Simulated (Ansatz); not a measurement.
Take SnO in the litharge type structure (space group P4/nmm, No. 129; layered, stacked along the Cartesian z axis) as the base.

```yaml
crystal:
  lattice:
    - [3.79274, 0.00000, 0.00000]
    - [0.00000, 3.79274, 0.00000]
    - [0.00000, 0.00000, 4.76440]
  atoms:
    - { symbol: Sn, position: [0.50000, 0.00000, 0.24062] }
    - { symbol: Sn, position: [0.00000, 0.50000, 0.75938] }
    - { symbol: O, position: [0.00000, 0.00000, 0.00000] }
    - { symbol: O, position: [0.50000, 0.50000, 0.00000] }
```

Cartesian axes are those of the cell as printed.

Calculations: r2SCAN+rVV10 (Ansatz, a quantum-chemistry and plane-wave program, PAW, spin-orbit coupling left out), earlier PAW set.

Base values:

The pressure is 0.0 GPa and the shortest interatomic distance is 2.216 Å.

The change: the cell is compressed by 0.65 % along x with no lateral relaxation, atoms relaxed at fixed cell.

Task: Predict the new pressure, energy relative to the base and shortest interatomic distance.

Result: The pressure (mean of the normal stresses, compression positive) goes from zero to 0.5 GPa; the energy is nearly the same; the shortest interatomic distance drops by 0.0055 Å, from 2.216 Å to 2.210 Å.

The mesh was chosen for an insulator and is coarse for the gapless case. The cells carry an imposed strain or load. Stability against distortions was not tested. The final runs are not spin-polarised.
